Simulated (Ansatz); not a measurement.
A self-consistent single point of H4BrN (R3m, 6 atoms in the cell) with Ansatz (a quantum-chemistry and plane-wave program).

Level of theory: LDA (PW92), default PAW files made with PBE (plane waves; Ansatz).

```
H4BrN
1.0
    4.01210     0.00000     0.00000
    0.00000     4.01210     0.00000
    0.00000     0.00000     4.01210
H Br N
4 1 1
Cartesian
  0.59865   0.59865   3.41345
  0.59865   3.41345   0.59865
  3.44232   3.44232   3.44232
  3.41345   0.59865   0.59865
  2.00605   2.00605   2.00605
  0.00000   0.00000   0.00000
```

Reference input (self-consistent single point, DFT, LDA (PW92), plane waves, default PAW files made with PBE): basis.ecutwfc = 420 eV; kpoints.mp_grid.grid = 6 6 6; hamiltonian.xc = lda; hamiltonian.pseudopotentials = {kind: paw} (the program's default PAW files); scf.occupations.method = fixed. This run's input differs from it in these lines:

```diff
@@ -24,3 +24,4 @@
   occupations:
-    method: fixed
+    method: fermi_dirac
+    width: 0.5 eV
 output:
```

The program printed (abridged):

```
SCF iter   1: F=—  HF=-3133.540489 eV  |F-HF|=—  |Δ(HF+E_count)|=         —  Δρ=7.78e-3  dr2=1.95e-2  ethr=1.77e-3  ⟨swp⟩=4.6  Hψ=2481  notcnv=0
all-band conjugate gradients solve this SCF's bands
preconditioner: auto → none
SCF iter   2: F=—  HF=-3133.536200 eV  |F-HF|=—  |Δ(HF+E_count)|=   4.29e-3  Δρ=3.08e-3  dr2=3.63e-3  ethr=1.22e-4  ⟨swp⟩=2.1  Hψ=809  notcnv=0
   [... lines left out ...]
SCF iter   5: F=—  HF=-3133.535083 eV  |F-HF|=—  |Δ(HF+E_count)|=   1.47e-6  Δρ=3.22e-5  dr2=3.95e-7  ethr=2.39e-8  ⟨swp⟩=2.9  Hψ=887  notcnv=0
SCF iter   6: F=-3133.535083 eV  HF=-3133.535083 eV  |F-HF|=9.55e-9  |Δ(HF+E_count)|=   9.62e-8  Δρ=6.35e-6  dr2=1.37e-8  ethr=6.25e-10  ⟨swp⟩=6.9  Hψ=2274  notcnv=0
SCF 1, on 14 bands, converged in 6 iterations: F = -3133.535083 eV; the run's SCF on all bands comes behind
The result of the SCF on 14 bands, without a stress, told ahead of the SCF on all bands, whose result is the run's:
Free energy (F): -3133.535083 eV
Internal energy: -3133.490801 eV  (E = F + TS)
E sigma→0 (E₀):  -3133.512942 eV
Entropy (-TS):   -0.044282 eV (-7.380 meV/atom)
Fermi energy:    3.635515 eV
--- Forces (eV/Å), atoms counted from 1 ---
  atom   1  H      0.29863870     0.29863870    -0.26245221
  atom   2  H      0.29863870    -0.26245221     0.29863870
  atom   3  H     -1.48634437    -1.48634437    -1.48634437
  atom   4  H     -0.26245221     0.29863870     0.29863870
  atom   5  Br    -0.02479220    -0.02479220    -0.02479220
  atom   6  N      1.17629461     1.17629461     1.17629461
Crystal: 6 atoms, lattice volume = 64.583 Å³
Bands: 17, of which v1, the nominal top of the filled ones, is band 8 counted from 1 (7 counted from 0)
Initial density: handed on by an earlier stage of this run
   [... lines left out ...]
preconditioner: auto → none
Free energy (F): -3133.535083 eV
Fermi energy:    3.635474 eV
   [... lines left out ...]
  atom   6  N      1.17630595     1.17630595     1.17630595
--- Stress (GPa, compression-positive) ---
        1.264695       1.857246       1.857246
        1.857246       1.264695       1.857246
        1.857246       1.857246       1.264695
  P = ⅓ Tr σ = 1.2647 GPa (12.647 kbar)
  The stress holds the Pulay correction. Without it, at fixed plane waves, as pw.x and ABINIT print it: P = 0.8795 GPa
```

The run converged in 12 iterations. Against the reference run the free energy drops by 1.1 meV/atom, the pressure hardly changes (1.18 to 1.26 GPa), the largest force stays at 2.574 eV/Å and the gap on the mesh hardly changes (3.895 to 3.902 eV). The full log also holds: “iter 2 did not close the SCF: its close was put off for the readings that it lacked (scf_convergence_deferred on its scf_iter line)”. The full log also holds: “iter 3 did not close the SCF: its close was put off for the readings that it lacked (scf_convergence_deferred on its scf_iter line)”.

The starting cell comes from a database of computed structures (which also holds hypothetical and non-ambient phases and stackings), without a prior relaxation at this level. Its lattice was rescaled by up to half a per cent. One atom was moved a little off its site on purpose. Forces in this geometry exceed 1 eV/Å. Ansatz's pressure includes its estimate of the finite-basis (Pulay) stress.

Keys are those of Ansatz 0.2.
